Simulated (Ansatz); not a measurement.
The starting structures come from a database of crystals and need not be the phases stable at ambient conditions.

 Where the default PAW files enter, the runs use the earlier of Ansatz's two default sets.

Tunnelling through a barrier is set by its complex band structure: the current falls as exp(−2κd) with the smallest κ.

Given:

```
CELL_PARAMETERS angstrom
      5.57517     0.00000     0.00000
      0.00000     7.88448     0.00000
      0.00000     3.94224     3.94224
ATOMIC_POSITIONS crystal
  V  0.00000 0.00000 0.00000
  Cu 0.00000 0.00000 0.50000
  Cu 0.00000 0.50000 0.50000
  Cu 0.50000 0.00000 0.00000
  Se 0.75666 0.75666 0.48668
  Se 0.24334 0.75666 0.00000
  Se 0.75666 0.24334 0.51332
  Se 0.24334 0.24334 0.00000
```

Space group of this cell: P-43m. The cell is taken as given.

Transport runs along the normal of the first two printed cell vectors, the (110) plane of the conventional cell.

No gap correction and no spin-orbit coupling; mid-gap values are interpolated between computed energies.

Question: Estimate the band gap and the smallest decay constant κ at mid-gap that r2SCAN (Ansatz, an electronic-structure program) returns for this system.

Answer: Gap 0.99 eV on a 8×8×8 mesh; κ = 0.209 1/Å, at (0.500, 0.000) of the in-plane reciprocal vectors. At the zone centre, at the nearest computed energy, the slowest state has κ = 0.27 1/Å.
